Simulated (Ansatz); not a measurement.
ZnSe (F-43m), Ansatz (a first-principles code) with HSE06 with spin-orbit coupling, rigid bands: N_c = 1.31e18 cm⁻³ at 300 K and an electron conductivity mass of 0.142 mₑ.

Q: For 1e16 electrons per cm³ at 300 K, place the Fermi level, estimate the Seebeck coefficient of a parabolic band with constant τ, and give mobility and conductivity for τ = 5 fs.

A: The level lies k_BT ln(N_c/n) = 0.126 eV below the conduction-band minimum. S ≈ −(k_B/e)[ln(N_c/n) + 5/2] = -636 μV/K, against -632 μV/K from the full bands (mean over directions). μ = eτ/m = 61.9 cm²/(V·s) and σ = neμ = 0.0992 S/cm. τ is assumed, not computed.

Band transport and this doping are assumed; polarons and phonon drag are left out. Geometry: cell and atoms relaxed with PBEsol.
